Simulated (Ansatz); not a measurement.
HfO₂ (Pca2₁, No. 29, 12 atoms in the cell; start mp-685097; a measured phase of this formula has another space group) was calculated with r²SCAN+rVV10 (Ansatz, a program for electronic structure, PAW).

Numerical settings: plane-wave cutoff 560 eV, 8×8×8 k mesh, Fermi–Dirac smearing 0.01 eV, scalar-relativistic PAW data made under PBE.

Cell (relaxed at this level):

```yaml
crystal:
  lattice:
    - [5.23141, 0.00000, 0.00000]
    - [0.00000, 5.01800, 0.00000]
    - [0.00000, 0.00000, 5.04411]
  atoms:
    - { symbol: Hf, position: [0.03260, 0.26754, 0.24220] }
    - { symbol: Hf, position: [0.96740, 0.73246, 0.74220] }
    - { symbol: Hf, position: [0.46740, 0.26754, 0.74220] }
    - { symbol: Hf, position: [0.53260, 0.73246, 0.24220] }
    - { symbol: O, position: [0.36858, 0.07215, 0.37872] }
    - { symbol: O, position: [0.63142, 0.92785, 0.87872] }
    - { symbol: O, position: [0.13142, 0.07215, 0.87872] }
    - { symbol: O, position: [0.86858, 0.92785, 0.37872] }
    - { symbol: O, position: [0.73432, 0.45947, 0.49208] }
    - { symbol: O, position: [0.26568, 0.54053, 0.99208] }
    - { symbol: O, position: [0.76568, 0.45947, 0.99208] }
    - { symbol: O, position: [0.23432, 0.54053, 0.49208] }
```

**Question.** Estimate the band gap and Γ–Γ gap that the calculation returns.

**Answer.** 
band gap: 4.94 eV (on the SCF k mesh)
Γ–Γ gap: 5.47 eV

Note: the relaxation could not lower the start's symmetry, so the cell can be a saddle point above a distorted one.

Spin–orbit coupling is not included.

Static lattice: no zero-point or thermal effects.

A start named mp-… is a Materials Project structure, which need not be a measured phase.
